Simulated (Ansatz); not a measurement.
# A computed series for MnSi: pressure series

The parent structure is MnSi (space group P2_13, No. 198; a = 4.518 Å; ferromagnetic).

Cell and atoms are relaxed at each pressure.

Level of theory: Ansatz (an electronic-structure program), PBE, PAW, cutoff 420 eV, no spin-orbit coupling, earlier PAW set.

Notes on the quantities. enthalpy: H = E + PV relative to the base's energy.

| variant | enthalpy | shortest interatomic distance |
|---|---|---|
| base | – | 2.279 Å |
| pressure −2 GPa | -0.14 eV/atom | 2.285 Å |
| pressure −1 GPa | -0.07 eV/atom | … |
| pressure 1.8 GPa | +0.13 eV/atom | 2.274 Å |
| pressure 4.2 GPa | +0.30 eV/atom | … |
| pressure 9 GPa | +0.63 eV/atom | 2.254 Å |
| pressure 18 GPa | +1.25 eV/atom | 2.232 Å |
| pressure 30 GPa | +2.03 eV/atom | 2.208 Å |
| pressure 45 GPa | +2.97 eV/atom | … |
| pressure 60 GPa | +3.88 eV/atom | … |

**Question.** Fill in the withheld entries from the trend.

**Answer.** 
- pressure −1 GPa, shortest interatomic distance: 2.282 Å
- pressure 4.2 GPa, shortest interatomic distance: 2.267 Å
- pressure 45 GPa, shortest interatomic distance: 2.181 Å
- pressure 60 GPa, shortest interatomic distance: 2.158 Å

Other magnetic orders, which the real material may have, were not ruled out. Load acts through the strain it causes; cell and atoms are relaxed under it. No phonon test of stability was made. Competing high-pressure phases were not computed.
